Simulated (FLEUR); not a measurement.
Worked example: self-consistent single point of Ta (Im-3m, 1 atom in the cell) in FLEUR.

Level of theory: PBE, all-electron FLAPW (FLEUR), scalar-relativistic valence with spin-orbit coupling in second variation run with FLEUR.

```
CELL_PARAMETERS angstrom
     -1.65000     1.65000     1.65000
      1.65000    -1.65000     1.65000
      1.65000     1.65000    -1.65000
ATOMIC_POSITIONS crystal
  Ta 0.00000 0.00000 0.00000
```

Reference input (self-consistent single point, DFT, PBE, all-electron FLAPW (FLEUR), scalar-relativistic valence): Kmax = 4 1/bohr; GmaxXC = 16 1/bohr; xcFunctional = pbe; jspins = 1; l_soc = F; mode = hist; fermiSmearingEnergy = 0.00183747 Htr; mesh (inpgen div1-3) = 14 14 14; inpgen gamma flag = true; Gmax = 16 1/bohr; numbands = 0; maxIterBroyd = 15. This run's input differs from it in these lines:

```diff
@@ -14,2 +14,3 @@
 &kpt div1=14 div2=14 div3=14 gamma=t /
+&soc 0.0 0.0 /
 &end /
@@ -27,5 +28,5 @@
       <magnetism jspins="1"/>
-      <soc l_soc="F" theta="0.0" phi="0.0" spav="F"/>
+      <soc l_soc="T" theta="0.0" phi="0.0" spav="F"/>
       <expertModes spex="0" secvar="F"/>
-      <geometryOptimization l_f="T" forcealpha="1.0" forcemix="BFGS" epsdisp="0.00001" epsforce="0.00001"/>
+      <geometryOptimization l_f="F" forcealpha="1.0" forcemix="BFGS" epsdisp="0.00001" epsforce="0.00001"/>
       <ldaU l_linMix="F" mixParam="0.05" spinf="1.0"/>
```

The program printed (abridged):

```
 Iteration:     1   Distance:      10.54461695 me/bohr^3
 Iteration:     2   Distance:       9.51833594 me/bohr^3
 Iteration:     3   Distance:       5.10992116 me/bohr^3
 Iteration:     4   Distance:       1.26666335 me/bohr^3
 Iteration:     5   Distance:       1.16127677 me/bohr^3
   [... 4 lines left out ...]
 Iteration:    10   Distance:       0.00173133 me/bohr^3
 Iteration:    11   Distance:       0.00006381 me/bohr^3
 Iteration:    12   Distance:       0.00005054 me/bohr^3
 Iteration:    13   Distance:       0.00000372 me/bohr^3
 Run finished successfully
 Stop message:
   all done

[file out, last iteration]
             iter=     13
[...]
          total density-effective poten   -2.7090907538E+04
          total charge density-energy d   -3.1764670218E+02
 Updated energy parameters for spin:           1
[...]
 fermi energy and band-weighting factors:
   [... 8 lines left out ...]

[...]
FERMIE:
          first approx. to ef    (T=0)  :   0.525396 htr   (energy of the highest occ. eigenvalue)
          number of occ. states  (T=0)  :      10117
          first approx. to seigv (T=0)  : -16.345450 htr
          sum of weights of occ. states :  27.000729
          sum of semicore charge        :   0.000000 e
FERHIS:  Fermi-Energy by histogram:
          bandgap                     :   0.000000 htr
   [... lines left out ...]
          charge neutrality (T=0)     :   0.001458    (zero if the highest occ. eigenvalue is "entirely" occupied)
     EF_NEWTON:  Adjust Fermi-Energy by Newton-Method.
 Direct bandgap for spin            1 :    1.9532011999173760E-003  Htr
 ---->    free energy=                    -15626.1448199090 htr
   [... lines left out ...]
 TOTAL FORCE FOR ATOM TYPE=  1  X=  0.000   Y=  0.000   Z=  0.000
                       FX_TOT= 0.000000 FY_TOT= 0.000000 FZ_TOT= 0.000000
No new postions, force convergence required= 0.00001; max force distance= 0.00000
---->    distance of charge densities for spin  1                 it=   13:     0.000004 me/bohr**3
GENERALIZED ANDERSON MIXING: alpha=   0.05000 History-length=12
     ******* it= 13  is completed********
```

The run converged in 13 iterations. 

The starting cell has typed, rounded lattice constants, without a prior relaxation at this level. Values depend on the basis (sphere radii, cutoffs, local orbitals), which need not be converged. The log's line on a gap gives a spacing of levels on this mesh, which the program prints for metals too.

Cost on one core of a shared machine: roughly 3 min.
